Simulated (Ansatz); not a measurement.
The starting structures come from a database of crystals and need not be the phases stable at ambient conditions.

Inside the gap of an insulator the Bloch states are evanescent, with a wavenumber k + iκ along the transport direction.

Here is the system:

```
CELL_PARAMETERS angstrom
      6.95234     0.02986     0.00625
     -0.82489     8.16228    -0.07331
      1.78614    -3.21015     3.66083
ATOMIC_POSITIONS crystal
  Te 0.78854 0.90259 0.51161
  Te 0.21146 0.09741 0.48839
  Te 0.24232 0.52528 0.39779
  Te 0.75768 0.47472 0.60221
  O  0.93217 0.65665 0.54218
  O  0.06783 0.34335 0.45782
  O  0.70588 0.62653 0.10450
  O  0.29412 0.37347 0.89550
  O  0.93423 0.18225 0.83201
  O  0.06577 0.81775 0.16799
  F  0.29360 0.94323 0.61890
  F  0.70640 0.05677 0.38110
  F  0.52650 0.70785 0.79847
  F  0.47350 0.29215 0.20153
```

Space group of this cell: P-1. The cell was relaxed by PBE-D3(BJ); by r2SCAN its mean pressure is -3.1 GPa.

Transport runs along the normal of the first two printed cell vectors.

The gap is the functional's own. No spin-orbit coupling. Mid-gap values are interpolated on the energy grid.

Task: Compute, with r2SCAN run with Ansatz (a program for electronic structure), the band gap and the smallest decay constant κ at mid-gap.

Result: Gap 3.71 eV on a 6×6×8 mesh; κ = 0.337 1/Å, at (0.000, 0.250) of the in-plane reciprocal vectors. At the zone centre, at the nearest computed energy, the slowest state has κ = 0.35 1/Å.
